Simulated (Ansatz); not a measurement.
**AlN in the wurtzite structure (space group P6_3mc, No. 186)**

```cif
data_Al2N2
_chemical_formula_sum 'Al2 N2'
_space_group_name_H-M_alt 'P63mc'
_space_group_IT_number 186
_space_group_name_Hall 'P 6c -2c'
_cell_length_a 3.12980
_cell_length_b 3.12980
_cell_length_c 5.01733
_cell_angle_alpha 90.000
_cell_angle_beta 90.000
_cell_angle_gamma 120.000
loop_
_atom_site_label
_atom_site_type_symbol
_atom_site_symmetry_multiplicity
_atom_site_Wyckoff_symbol
_atom_site_fract_x
_atom_site_fract_y
_atom_site_fract_z
_atom_site_occupancy
Al1 Al 2 b 0.66667 0.33333 0.00337 1
N1 N 2 b 0.33333 0.66667 0.12183 1
```

All numbers come from Ansatz (an electronic-structure program), PBE, PAW, cutoff 420 eV, scalar-relativistic without spin-orbit coupling, earlier PAW set. Settings: 12×12×7 k-points, 0.05 eV Fermi–Dirac smearing.

| Quantity | Value |
|---|---|
| Volume per atom | 10.64 Å³ |
| Density | 3.20 g/cm³ |
| Band gap | 4.04 eV, direct at Γ |
| Total energy | -462.130 eV/atom (σ→0; compares only within this code and set-up) |

Stability against distortions was not tested.
